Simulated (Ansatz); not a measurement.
Worked example: self-consistent single point of LaH3 (I4mm, 4 atoms in the cell) in Ansatz (an electronic-structure program).

Computed with LDA (PW92), default PAW files made with PBE (plane waves; Ansatz).

```yaml
crystal:
  lattice:
    - [-1.86769, 1.86769, 3.04058]
    - [1.86769, -1.86769, 3.04058]
    - [1.86769, 1.86769, -3.04058]
  atoms:
    - { symbol: La, position: [0.00822, 0.00822, 0.00000] }
    - { symbol: H, position: [0.75000, 0.25000, 0.50000] }
    - { symbol: H, position: [0.25000, 0.75000, 0.50000] }
    - { symbol: H, position: [0.50000, 0.50000, 0.00000] }
```

Reference input (self-consistent single point, DFT, LDA (PW92), plane waves, default PAW files made with PBE): basis.ecutwfc = 420 eV; kpoints.mp_grid.grid = 9 9 9; hamiltonian.xc = lda; hamiltonian.pseudopotentials = {kind: paw} (the program's default PAW files); scf.occupations.method = fermi_dirac; scf.occupations.width = 0.02 eV. This run's input differs from it in these lines:

Ansatz 0.2 input:
```diff
@@ -13,3 +13,3 @@
 kpoints:
-  mp_grid: { grid: [9, 9, 9] }
+  mp_grid: { grid: [18, 18, 18] }
 hamiltonian:
```

Log, with long lists cut:

```
SCF iter   1: F=—  HF=-6125.545201 eV  |F-HF|=—  |Δ(HF+E_count)|=         —  Δρ=1.28e-2  dr2=6.00e-2  ethr=1.77e-3  ⟨swp⟩=4.1  Hψ=26842  notcnv=0
all-band conjugate gradients solve this SCF's bands
preconditioner: auto → none
SCF iter   2: F=—  HF=-6125.526666 eV  |F-HF|=—  |Δ(HF+E_count)|=   1.85e-2  Δρ=2.90e-3  dr2=3.03e-3  ethr=4.29e-4  ⟨swp⟩=2.7  Hψ=13120  notcnv=0
   [... lines left out ...]
SCF iter   5: F=—  HF=-6125.525620 eV  |F-HF|=—  |Δ(HF+E_count)|=   6.29e-7  Δρ=1.87e-5  dr2=9.24e-8  ethr=3.76e-8  ⟨swp⟩=2.2  Hψ=7437  notcnv=0
SCF iter   6: F=-6125.525620 eV  HF=-6125.525620 eV  |F-HF|=5.48e-10  |Δ(HF+E_count)|=   1.26e-8  Δρ=3.37e-6  dr2=2.35e-9  ethr=6.60e-10  ⟨swp⟩=3.7  Hψ=21836  notcnv=0
the search or the solves at the SCF's close seem to have found levels that the self-consistency loop had missed (the run counts 2) …
SCF 1 converged in 6 iterations: F = -6125.525620 eV  dr2 = 2.35e-9
Free energy (F): -6125.525620 eV
Internal energy: -6125.525619 eV  (E = F + TS)
E sigma→0 (E₀):  -6125.525619 eV
Entropy (-TS):   -0.000001 eV (-0.000 meV/atom)
Fermi energy:    10.090394 eV
--- Forces (eV/Å), atoms counted from 1 ---
  atom   1  La     0.00000000    -0.00000000    -0.15242741
  atom   2  H      0.00000000    -0.00000000     0.09340608
  atom   3  H     -0.00000000     0.00000000     0.09340608
  atom   4  H      0.00000000     0.00000000    -0.03438271
--- Stress (GPa, compression-positive) ---
       -2.704203       0.000000      -0.000000
        0.000000      -2.704203       0.000000
       -0.000000      -0.000000      -3.885177
  P = ⅓ Tr σ = -3.0979 GPa (-30.979 kbar)
  The stress holds the Pulay correction. Without it, at fixed plane waves, as pw.x and ABINIT print it: P = -3.2088 GPa
```

The run converged in 6 iterations. Against the reference run the free energy hardly moves (within 1 meV/atom), the pressure stays at -3.10 GPa, the largest force stays at 0.152 eV/Å and the gap on the mesh goes from 0.280 to 0.246 eV.

The starting cell comes from a database of computed structures (which also holds hypothetical and non-ambient phases and stackings), without a prior relaxation at this level. Its lattice was rescaled by up to half a per cent. One atom was moved a little off its site on purpose. With a pressure of about -3 GPa the cell is away from its equilibrium volume at this level. Ansatz's pressure includes its estimate of the finite-basis (Pulay) stress.
